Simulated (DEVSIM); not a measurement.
Device: Al0.2Ga0.8As/GaAs n-p heterojunction, at 500 K.

Layer 1 from the left is Al0.2Ga0.8As, thickness (μm) 0.550, Nd (cm⁻³) 1.2e16, τn (s) 1.4e-8, τp (s) 1.4e-8. Layer 2 from the left is GaAs, thickness (μm) 0.140, Na (cm⁻³) 1.5e16, τn (s) 1.4e-8, τp (s) 1.4e-8.

Left contact: ohmic. Right contact: ohmic. Voltage is applied to the left contact. Recombination: SRH at mid-gap, radiative. Mobility is μmin + (μ − μmin)/(1 + (N/Nref)^α).

The device is made up for the run: typed textbook-type constants, with dimensions and the other settings drawn at random. Values at 300 K; Nc and Nv go as T^1.5, mobilities as T to minus their exponent, the gap by Varshni's rule with the affinity fixed.

Al0.2Ga0.8As: gap (eV) 1.6734, affinity (eV) 3.912, permittivity 12.33, Nc (cm⁻³) 6.04e17, Nv (cm⁻³) 9e18, μn (cm²/Vs) 4980, μp (cm²/Vs) 250, μn,min 500, μp,min 20, Nref,n 6e16, Nref,p 1.5e17, αn 0.39, αp 0.38, T exponent of μn 2.1, T exponent of μp 2.2, B (cm³/s) 2e-10, Varshni α (eV/K) 0.000541, Varshni β (K) 204. GaAs: gap (eV) 1.424, affinity (eV) 4.07, permittivity 12.9, Nc (cm⁻³) 4.7e17, Nv (cm⁻³) 9e18, μn (cm²/Vs) 8500, μp (cm²/Vs) 400, μn,min 500, μp,min 20, Nref,n 6e16, Nref,p 1.5e17, αn 0.39, αp 0.38, T exponent of μn 2.1, T exponent of μp 2.2, B (cm³/s) 2e-10, Varshni α (eV/K) 0.000541, Varshni β (K) 204.

Model (solved in DEVSIM): 1D drift-diffusion, Boltzmann statistics, complete ionisation; no tunnelling, impact ionisation, image-force lowering or self-heating. Band offsets follow the typed affinities; no thermionic-emission limit at abrupt steps, no polarisation charge.

### Question
What does the simulation give for the dark forward voltage at 100 A/cm², the potential step across the device at zero bias, the dark forward voltage at 1 A/cm²?

### Answer
dark forward voltage at 100 A/cm² 0.599 V; potential step across the device at zero bias 0.976 V; dark forward voltage at 1 A/cm² 0.368 V.
